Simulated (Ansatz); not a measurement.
Base system: SiC (space group P6_3mc, No. 186; a = 3.078 Å, c = 10.077 Å).

Calculations: r2SCAN (Ansatz, a program for electronic structure, PAW, spin-orbit coupling left out), earlier PAW set.

One change was made to it. Results:

The shortest interatomic distance shrinks by 0.012 Å to 1.871 Å; the c/a ratio stays 3.274; the valence-band top at Γ (three highest levels, from the VBM) stays 0.00, 0.00, -0.05 eV; the width of the top valence band increases by 0.03 eV to 2.59 eV.

Q: Which change produced these results?
A. pressure 0.9 GPa
B. pressure 9 GPa
C. pressure 15 GPa
D. pressure 4.5 GPa
E. pressure 30 GPa

A: D, pressure 4.5 GPa. For comparison, the shortest interatomic distance in the other runs: pressure 30 GPa gives 1.817 Å; pressure 9 GPa gives 1.860 Å; pressure 15 GPa gives 1.847 Å; pressure 0.9 GPa gives 1.881 Å.

The levels and masses belong to the bands next to the band gap. Load acts through the strain it causes; cell and atoms are relaxed under it. No phonon test of stability was made. Competing high-pressure phases were not computed.
